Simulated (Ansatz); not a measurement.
## rock-salt TaN (1 1 1) on wurtzite GaN (0 0 1) (film strained to the substrate, faces as cut)

A periodic stack without vacuum, rock-salt TaN (1 1 1) on wurtzite GaN (0 0 1) (film strained to the substrate, faces as cut): substrate slab Ga6N6, film N4Ta4, surface cells [[0, -1], [1, 0]] and [[1, 0], [0, 1]], film strained by +3.0 and +3.0 %, faces N/Ga and N/Ta as cut (like faces can put a slab off its formula).

The start was prepared with a machine-learned potential, and the result is one local minimum, with the in-plane cell held and forces under 0.04 eV/Å; the film can end far from its bulk form.

Computed with PBE (plane waves to 420 eV, PAW; Ansatz, a first-principles code). No spin–orbit coupling; the runs are not spin-polarised; PBE gaps are too small against experiment. Its k-point mesh 11×11×1, Fermi–Dirac width 0.05 eV.

The interface area comes out as 9.0 Å² and the period is 26.21 Å. The gaps between the outermost planes at the two interfaces is 1.96 and 2.12 Å and the Ga–Ta contacts across the interfaces within 1.22 times the sum of covalent radii is 3, mean 3.33 Å. The N–Ta contacts across the interfaces within 1.22 times the sum of covalent radii is 1, mean 2.12 Å and the Ga–N contacts across the interfaces within 1.22 times the sum of covalent radii is 1, mean 1.96 Å. The estimate of the barrier comes out as withheld, since the two interfaces are unlike.

```
CELL_PARAMETERS angstrom
      3.21838     0.00017     0.05679
      1.60933     2.78712    -0.05696
      1.14318    -0.12353    26.24762
ATOMIC_POSITIONS crystal
  Ga 0.77314 0.62055 0.06103
  Ga 0.37277 0.32081 0.16142
  N  0.72260 0.64599 0.13672
  N  0.45635 0.27889 0.03614
  Ga 0.63946 0.68758 0.26144
  Ga 0.23938 0.38766 0.36146
  N  0.58923 0.71282 0.33675
  N  0.32252 0.34596 0.23674
  Ga 0.50608 0.75444 0.46149
  Ga 0.10622 0.45438 0.56127
  N  0.45589 0.77962 0.53682
  N  0.18914 0.41280 0.43677
  N  0.05652 0.47909 0.63610
  N  0.33144 0.84153 0.72371
  N  0.60150 0.20643 0.81865
  N  0.87223 0.57097 0.91258
  Ta 0.69565 0.15946 0.67747
  Ta 0.96965 0.52233 0.76640
  Ta 0.23628 0.88897 0.86641
  Ta 0.51029 0.25193 0.95542
```
